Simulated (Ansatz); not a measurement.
```
AgCl
1.0
    0.00000     2.41678     2.41678
    2.41678     0.00000     2.41678
    2.41678     2.41678     0.00000
Cl Ag
1 1
Cartesian
  0.00000   0.00000   0.00000
  2.41678   2.41678   2.41678
```

No spin polarisation.

The values are results of r2SCAN (Ansatz, a first-principles code; PAW; 500 eV plane waves; no SOC), not measurements. Settings: 10×10×10 k-points, 0.05 eV Fermi–Dirac smearing.

Question: Predict the gap character, electron mass and band gap.

Answer: 
- Gap character: indirect, L → X
- Electron mass: 0.58 mₑ along k, 0.32 mₑ across (at X)
- Band gap: 1.93 eV

Load acts through the strain it causes; cell and atoms are relaxed under it. Effective masses come from finite differences of ±0.01 Å⁻¹. Along k means along the line from Γ to the band edge. Stability against distortions was not tested. No other phases were tried under pressure. The cell was made from AgCl in the rock salt structure (space group Fm-3m, No. 225) by this change: pressure 60 GPa.
